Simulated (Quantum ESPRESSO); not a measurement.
**Equation of state of zinc-blende MgTe (space group 216): energy against volume (Quantum ESPRESSO, LDA)**

```
MgTe
1.0
    0.00000     3.08515     3.08515
    3.08515     0.00000     3.08515
    3.08515     3.08515     0.00000
Mg Te
1 1
Cartesian
  0.00000   0.00000   0.00000
  4.62773   4.62773   4.62773
```

Level of theory: LDA (PZ), GBRV 1.5 ultrasoft (LDA) pseudopotentials (plane waves; Quantum ESPRESSO). Settings: ecutwfc = 52 Ry; ecutrho = 260 Ry; occupations = smearing; smearing = fd; degauss = 0.000734986 Ry; potentials = {Mg: mg_lda_v1.4.uspp.F.UPF, Te: te_lda_v1.uspp.F.UPF}; K_POINTS = automatic 9 9 9 0 0 0; conv_thr = 1e-10 Ry; mixing_beta = 0.4. The cell above is the first row's. The rows scale it uniformly. In all rows fractional positions and the k mesh are held. E is the free energy at the stated smearing, counted from the lowest row.

| V (Å^3/atom) | E (meV/atom) |
|---|---|
| 29.365 | 38.37 |
| 30.003 | 22.66 |
| 30.642 | 11.37 |
| 31.280 | 4.10 |
| 31.918 | 0.39 |
| 32.557 | 0.00 |
| 33.195 | 2.57 |
| 33.834 | 7.78 |
| 34.472 | ? |

Taking the third-order Birch-Murnaghan form, a cubic in V^(-2/3) for E over the 8 complete rows: With u = V^(-2/3) - 0.1002, the rows have u = 0.0048622, 0.0033675, 0.0019226, 0.0005292, -0.0008176, -0.0021223, -0.0033830, -0.0046059. Least squares gives E = 2.246 + 2990.4·u + 911640·u² + 265536·u³. Residuals (row less fit): 0.001, -0.004, 0.003, 0.016, -0.020, -0.003, 0.017, -0.006; standard error 0.016 (degrees of freedom: 4). Its minimum lies at u = -0.0016413, so V0 = (0.0985587)^(-3/2) = 32.32. There d²E/du² = 1821000 and d³E/du³ = 1593000, so B0 = (4/9) × 32.32^(-7/3) × 1821000 × 0.160218 = 39.0 GPa (the last factor turns the table's units into GPa), and B0' = 4 + (2/3) × 0.0985587 × (1593000)/1821000 = 4.1. The program's pressures in the fitted runs (not shown) pass through zero at V = 32.30, 0.07 % from this V0.

Predict the withheld E at V = 34.472 from the fit, and compare with the calculation.

u = -0.0057891, so E = 2.246 + 2990.4 × (-0.0057891) + 911640 × (-0.0057891)² + 265536 × (-0.0057891)³ = 15.435 meV/atom. The calculation gives 15.40 meV/atom, 0.035 meV/atom below the prediction (0.1 % of the range of E in the table). The row lies outside the fitted rows, so this is an extrapolation. From the scatter of the fitted rows alone, a prediction at this place has a standard error of 0.039 meV/atom, so the miss is 0.9 times that.

Carrying the step between the two nearest rows on in a straight line would have given 12.98, off by 2.42; series whose last step already gives the withheld value aren't shown. The scan was laid around a cell of about the measured size, scaled by a guess for this functional. This is a metastable polymorph. The runs keep the symmetry of the cell, so they don't test it for distortions. Spin-orbit coupling is off. Cutoffs and mesh are single choices, not tested for convergence of this quantity. Series with a scatter that would blur these digits, or in which a gap closes, are not shown. Nor are scans whose minimum lies at an end fitted in this form.
